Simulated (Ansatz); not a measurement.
# Ga2O3 under a change: uniaxial strain ε_zz = +1.50 %

Take Ga₂O₃ in the corundum structure (space group R-3c, No. 167; a = 5.0003 Å, c = 13.4488 Å (hexagonal axes)) as the base. Axes: x lies along a and z along c of the hexagonal cell.

One thing is altered: uniaxial strain ε_zz = +1.50 %, all other strain components held at zero; the atoms relax in the strained cell.

Computed with PBEsol, PAW, 420 eV (Ansatz, an electronic-structure program; without spin-orbit coupling). Settings: 8×8×8 k-points, 0.05 eV Fermi–Dirac smearing.

```json
[
 {"quantity": "volume per atom", "base": "9.71 Å³", "changed": "9.85 Å³", "shift": "+0.146 Å³"},
 {"quantity": "space group", "base": "R-3c (No. 167)", "changed": "R-3c (No. 167)", "shift": "–"},
 {"quantity": "energy relative to the base (free energy F)", "base": "0 meV/atom", "changed": "+2.3 meV/atom", "shift": "+2.3 meV/atom"},
 {"quantity": "pressure (mean of the normal stresses, compression positive)", "base": "0.00 GPa", "changed": "-2.92 GPa", "shift": "-2.92 GPa"},
 {"quantity": "band gap", "base": "2.70 eV", "changed": "2.55 eV", "shift": "-0.15 eV"},
 {"quantity": "gap character", "base": "indirect, Γ–S₀ (50 % along) → Γ", "changed": "indirect, Γ–S₀ (50 % along) → Γ", "shift": "–"},
 {"quantity": "smallest direct gap", "base": "2.95 eV", "changed": "2.78 eV", "shift": "-0.17 eV"},
 {"quantity": "width of the top valence band", "base": "0.45 eV", "changed": "0.44 eV", "shift": "-0.019 eV"},
 {"quantity": "electron mass", "base": "0.22 mₑ (at Γ)", "changed": "0.22 mₑ (at Γ)", "shift": "–"},
 {"quantity": "stress (xx, yy, zz, yz, xz, xy; compression positive)", "base": "–", "changed": "(-1.85, -1.85, -5.06, 0.00, 0.00, 0.00) GPa", "shift": "–"}
]
```

Cost of the whole job for the changed cell (relaxation, final SCF and bands): very roughly 60 core-seconds.

Effective masses come from finite differences of ±0.01 Å⁻¹. No phonon test of stability was made.
